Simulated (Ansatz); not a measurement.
Take Rb₂LiSbCl₆ (space group Fm-3m, No. 225; a = 10.296 Å; a cell from a computed database, its experimental status unchecked) as the base. Axes: x, y, z lie along the cube axes.

Level of theory: PBEsol (Ansatz, a quantum-chemistry and plane-wave program), without spin-orbit coupling.

It is then changed as follows: tensor shear ε_yz = +1.48 % (engineering shear γ = 0.0296); the atoms relax in the strained cell.

Predict the stress tensor and what it implies for the stiffness.

Stress of the strained cell less that of the base (GPa, compression positive):
```
   0.00    0.00    0.00
   0.00    0.02   -0.32
   0.00   -0.32    0.02
```

Then −Δσ/γ with γ = 2ε = 0.0296 gives secant stiffness values (nonlinear terms included at this strain): C44 ≈ 11 GPa.

Stability against distortions was not tested.
